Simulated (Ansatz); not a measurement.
Candidates (primitive cells; geometry: cell and atoms relaxed with PBEsol):
A. ZnS (F-43m), a = b = c = 3.7877 Å, α = β = γ = 60.00°
B. AlAs (F-43m), a = b = c = 4.013 Å, α = β = γ = 60.00°
C. Si (Fd-3m), a = b = c = 3.842 Å, α = β = γ = 60.00°

Task: Put the candidates in order of hole conductivity mass, highest first, for PBEsol with spin-orbit coupling, rigid bands run with Ansatz (a program for electronic structure).

Result: A (0.84 mₑ), B (0.59 mₑ), C (0.35 mₑ)

Masses are for dilute carriers at 300 K, harmonic means over directions unless an axis is named.
